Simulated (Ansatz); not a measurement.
We consider ErIr2 (Fd-3m, No. 227), described by r²SCAN in Ansatz (plane waves, PAW).

Settings: plane-wave cutoff 500 eV, 14×14×14 k mesh, Fermi–Dirac smearing 0.1 eV, spin-polarised start, scalar-relativistic PAW data made under PBE.

Computed at the level's own relaxed cell.

Q: Estimate the volume per atom and lattice parameter a that the calculation returns.

A: 
volume per atom: 17.61 Å³/atom
lattice parameter a: 7.505 Å

Note: the magnetic order was assumed, not searched for or taken from measurement; the 4f shell is treated without U or exact exchange, so its levels and filling can be wrong.

Spin–orbit coupling is not included.

Static lattice: no zero-point or thermal effects.

Computing time: around 14 core-minutes (rough).

Ansatz is an electronic-structure program.
